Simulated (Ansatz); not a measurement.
Results of dielectric-dependent PBEsol hybrid (Ansatz, a program for electronic structure, PAW) for C (model structure, P6₂22, No. 180, 3 atoms in the cell).

Settings: plane-wave cutoff 460 eV, 12×12×10 k mesh (along the axes of the cell as run), Fermi–Dirac smearing 0.01 eV, scalar-relativistic PAW data made under PBE.

The cell is the one relaxed with PBEsol. Conventional cell: a = 2.5924 Å, b = 2.5924 Å, c = 2.7831 Å, α = 90.00°, β = 90.00°, γ = 120.00°.

```
C
1.0
    2.59239     0.00000     0.00000
   -1.29619     2.24507     0.00000
    0.00000     0.00000     2.78308
C
3
Direct
  0.50000   0.00000   0.00000
  0.00000   0.50000   0.66667
  0.50000   0.50000   0.33333
```

Problem. List the 8 lowest band energies at Γ above −25 eV (eV, relative to the valence band maximum), grouping those that round alike.

Solution. At Γ: -23.85, -8.57 (×2), -7.06, -2.10 (×2), 7.81 (×2).

Note: the run warned that its exchange threshold was loose for the stress; the relaxation could raise the start's symmetry but not lower it, so the cell can be a saddle point; cell and atoms aren't relaxed at this level (pressure -4.4 GPa).

A model structure was made by putting elements into a prototype or built by hand; it is no filed structure, need not be a known phase, and can be a saddle point held by its symmetry.
